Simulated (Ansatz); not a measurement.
Start from ZnS in the zinc blende structure (space group F-43m, No. 216).

```
ZnS
1.0
    0.00000     2.67832     2.67832
    2.67832     0.00000     2.67832
    2.67832     2.67832     0.00000
Zn S
1 1
Direct
  0.00000   0.00000   0.00000
  0.25000   0.25000   0.25000
```

Cartesian axes are those of the cell as printed.

Calculations: PBEsol, PAW, 420 eV (Ansatz, a quantum-chemistry and plane-wave program; scalar-relativistic without spin-orbit coupling).

For the base:

| Quantity | Value |
|---|---|
| Electron mass | 0.17 mₑ (at Γ) |

Now apply this change: compressive biaxial strain of 1.67 % in the plane normal to [111], as in epitaxy on a mismatched substrate; the out-of-plane cell vector and the atoms relax.

**Question.** What happens to the ratio −ε⊥/ε∥ and electron mass?

**Answer.** The ratio −ε⊥/ε∥ is 0.66; the electron mass goes from 0.17 mₑ (at Γ) to 0.16 mₑ out of plane, 0.18 mₑ in plane (at Γ).

The levels and masses belong to the bands next to the band gap. Effective masses come from finite differences of ±0.01 Å⁻¹. Whether these cells are dynamically stable was not tested.
